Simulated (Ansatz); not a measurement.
Take Co in the hcp (Mg type) structure (space group P6_3/mmc, No. 194; ferromagnetic) as the base.

```yaml
crystal:
  lattice:
    - [2.45713, 0.00000, 0.00000]
    - [-1.22856, 2.12793, 0.00000]
    - [0.00000, 0.00000, 3.96818]
  atoms:
    - { symbol: Co, position: [0.33333, 0.66667, 0.75000] }
    - { symbol: Co, position: [0.66667, 0.33333, 0.25000] }
```

Calculations: PBEsol (Ansatz, a quantum-chemistry and plane-wave program), no spin-orbit coupling, earlier PAW set.

Base values:

```
Item                  Result
-------------------  -------
Lattice parameter a  2.457 Å
Largest site moment  1.64 μB
```

The change: cell and atoms relaxed at a pressure of 3 GPa.

Estimate the effect on the lattice parameter a.

The lattice parameter a shrinks by 0.010 Å (2.457 Å → 2.447 Å).

How does this affect the largest site moment?

The largest site moment hardly moves (1.64 μB against 1.63 μB).

The magnetic state is the one reached from the starting moments; the real material's order can differ, and small cells can't hold many antiferromagnetic ones. Load acts through the strain it causes; cell and atoms are relaxed under it. Stability against distortions was not tested.
